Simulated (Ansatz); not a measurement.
Take BaF₂ in the fluorite structure (space group Fm-3m, No. 225) as the base.

```
CELL_PARAMETERS angstrom
      0.00000     3.06871     3.06871
      3.06871     0.00000     3.06871
      3.06871     3.06871     0.00000
ATOMIC_POSITIONS crystal
  Ba 0.00000 0.00000 0.00000
  F  0.25000 0.25000 0.25000
  F  0.75000 0.75000 0.75000
```

Cartesian axes are those of the cell as printed.

Computed with Ansatz (a program for electronic structure), PBEsol, PAW, cutoff 420 eV, spin-orbit coupling left out.

Before the change:

Band gap: 6.83 eV

Perturbation: a free-standing slab of 1 layer (3 atoms, 3 a layer) is cut normal to [111], with 15 Å of vacuum and the in-plane cell held at bulk.

Question: What does the calculation give for the valence-band top at Γ, change of the spacing d12 from its bulk value of 0.886 Å, band gap and gap character after the change?

Answer: The valence-band top at Γ (three highest levels, from the VBM) is 0.00, 0.00, -0.32 eV; the change of the spacing d12 from its bulk value of 0.886 Å is -6.4 %; the band gap shrinks by 0.95 eV (6.83 eV → 5.88 eV); the gap character is direct at Γ.

Whether these cells are dynamically stable was not tested. k-point labels follow each cell's own Brillouin zone.
